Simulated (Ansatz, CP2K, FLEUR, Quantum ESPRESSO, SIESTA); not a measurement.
**One structure in several programs: La2AlGe (Amm2, 4 atoms in the cell)**

Self-consistent single point.

```
CELL_PARAMETERS angstrom
      4.16601     0.00000     0.00000
      0.00000     2.29000     5.75769
      0.00000    -2.29000     5.75769
ATOMIC_POSITIONS crystal
  La 0.00000 0.64103 0.64103
  La 0.50000 0.35595 0.35595
  Al 0.00000 0.93397 0.93397
  Ge 0.50000 0.06905 0.06905
```

All programs got the same cell, k-point mesh and kind of occupations (in Ansatz's words: kpoints.mp_grid.grid = 6 5 5; scf.occupations.method = fermi_dirac; scf.occupations.width = 0.05 eV); potentials, basis and cutoffs are each program's usual ones.

| code | model | pressure (GPa) | largest force (eV/Å) | k-points | cutoff |
|---|---|---|---|---|---|
| SIESTA | GGA PBEsol, numerical atomic orbitals DZP, PseudoDojo PBEsol standard norm-conserving potentials (rewritten from UPF to PSML) | -0.23 | 0.306 | 78 | grid 350 Ry |
| Ansatz | PBEsol, PAW files made with PBE | -1.15 | 0.169 | 36 | default |
| Quantum ESPRESSO | PBEsol, GBRV 1.5 ultrasoft (PBESOL) pseudopotentials | -1.15 | 0.159 | 36 | 50 Ry |
| FLEUR | PBEsol, all-electron FLAPW (FLEUR), scalar-relativistic valence | – | 0.207 | 36 | Kmax 4.4 1/bohr |
| CP2K | PBEsol, GPW, DZVP-MOLOPT-SR-GTH basis, GTH-PBE potentials (GTH_POTENTIALS) | 0.56 | 0.216 | 76 | grid 500 Ry |

Size of the force on each atom (eV/Å): Sizes of forces hide their directions.

| code | La1 | La2 | Al3 | Ge4 |
|---|---|---|---|---|
| SIESTA | 0.154 | 0.111 | 0.306 | 0.263 |
| Ansatz | 0.004 | 0.045 | 0.127 | 0.169 |
| Quantum ESPRESSO | 0.002 | 0.037 | 0.125 | 0.159 |
| FLEUR | 0.020 | 0.056 | 0.190 | 0.207 |
| CP2K | 0.094 | 0.083 | 0.216 | 0.204 |

A dash marks a value that a program does not give, or that is left out as unsure.

The spread over the programs that give each value: pressure within 1.71 GPa; largest force within 0.147 eV/Å.

The starting cell comes from a database of computed structures (which also holds hypothetical and non-ambient phases and stackings), without a prior relaxation at this level. Its lattice was rescaled by a random factor within 2.5 % of one.

### Question
Why do the programs differ, and what cannot be compared?

### Answer
Differences of this kind can come from the potentials, where these differ, and from what each basis and cutoff leave unconverged. The valence holds different numbers of electrons (SIESTA 39, Ansatz (an electronic-structure program) 39, Quantum ESPRESSO 39, FLEUR 39, CP2K 29). The zero of total energies and Fermi levels follows the potentials and each program's conventions, so they are not compared here. SIESTA and CP2K use small atom-centred bases, whose incompleteness enters pressures, forces and empty levels differently from a plane-wave cutoff. FLEUR treats all electrons, but the usual bases taken here (sphere radii, linearisation, local orbitals, empty states) were not tested for convergence, so the values are no reference for the others. Ansatz's pressure is given at a fixed set of plane waves, as the other plane-wave codes print theirs. The programs reduce the same mesh by symmetry to different extents, which changes the work and not the result. In the pressure, CP2K (by 1.71) lies more than 1 GPa from the median of the plane-wave programs. In the force vectors, SIESTA (by 0.180) and CP2K (by 0.092) lie more than 0.08 eV/Å from the median of the plane-wave programs.

Left out of this page: ABINIT (stopped by limits of time or memory); Elk (not drawn, or without a comparable value).

Keys are those of Ansatz 0.2.
